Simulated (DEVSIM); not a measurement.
Device: abrupt Si p-n junction, at 300 K.

| layer (left to right) | material | thickness (μm) | Nd (cm⁻³) | Na (cm⁻³) | τn (s) | τp (s) |
|---|---|---|---|---|---|---|
| 1 | Si | 0.420 | - | 1.4e17 | 0.0001 | 0.0001 |
| 2 | Si | 6.90 | 1.6e15 | - | 0.0001 | 0.0001 |

Left contact: ohmic. Right contact: ohmic. Voltage is applied to the left contact. Recombination: SRH at mid-gap, Auger. Mobility is μmin + (μ − μmin)/(1 + (N/Nref)^α).

This is a model device: material constants are rounded textbook-type values typed into the input, and sizes, dopings and lifetimes were drawn at random. Values at 300 K; Nc and Nv go as T^1.5, mobilities as T to minus their exponent, the gap by Varshni's rule with the affinity fixed.

| parameter | Si |
|---|---|
| gap (eV) | 1.124 |
| affinity (eV) | 4.05 |
| permittivity | 11.7 |
| Nc (cm⁻³) | 2.86e19 |
| Nv (cm⁻³) | 3.1e19 |
| μn (cm²/Vs) | 1417 |
| μp (cm²/Vs) | 470 |
| μn,min | 52 |
| μp,min | 45 |
| Nref,n | 9.7e16 |
| Nref,p | 2.2e17 |
| αn | 0.68 |
| αp | 0.72 |
| T exponent of μn | 2.3 |
| T exponent of μp | 2.2 |
| Cn (cm⁶/s) | 2.8e-31 |
| Cp (cm⁶/s) | 9.9e-32 |
| Varshni α (eV/K) | 0.000473 |
| Varshni β (K) | 636 |

Model (solved in DEVSIM): 1D drift-diffusion, Boltzmann statistics, complete ionisation; no tunnelling, impact ionisation, image-force lowering or self-heating.

The temperature was swept, all else fixed.

```json
[
 {"temperature (K)": "250", "largest field in the device at zero bias (V/cm)": "25000", "dark forward voltage at 100 A/cm² (V)": "0.819", "dark forward voltage at 1 A/cm² (V)": "0.684", "potential step across the device at zero bias (V)": "0.821"},
 {"temperature (K)": "300", "largest field in the device at zero bias (V/cm)": "25000", "dark forward voltage at 100 A/cm² (V)": "0.740", "dark forward voltage at 1 A/cm² (V)": "0.573", "potential step across the device at zero bias (V)": "0.731"},
 {"temperature (K)": "350", "largest field in the device at zero bias (V/cm)": "26000", "dark forward voltage at 100 A/cm² (V)": "0.660", "dark forward voltage at 1 A/cm² (V)": "0.460", "potential step across the device at zero bias (V)": "0.639"},
 {"temperature (K)": "400", "largest field in the device at zero bias (V/cm)": "27000", "dark forward voltage at 100 A/cm² (V)": "0.580", "dark forward voltage at 1 A/cm² (V)": "0.344", "potential step across the device at zero bias (V)": "0.543"},
 {"temperature (K)": "450", "largest field in the device at zero bias (V/cm)": "27000", "dark forward voltage at 100 A/cm² (V)": "0.499", "dark forward voltage at 1 A/cm² (V)": "0.227", "potential step across the device at zero bias (V)": "0.445"},
 {"temperature (K)": "500", "largest field in the device at zero bias (V/cm)": "28000", "dark forward voltage at 100 A/cm² (V)": "0.420", "dark forward voltage at 1 A/cm² (V)": "0.113", "potential step across the device at zero bias (V)": "0.346"}
]
```

From the first row to the last the largest field in the device at zero bias goes from 25000 to 28000. From the first row to the last the dark forward voltage at 100 A/cm² goes from 0.819 to 0.420.
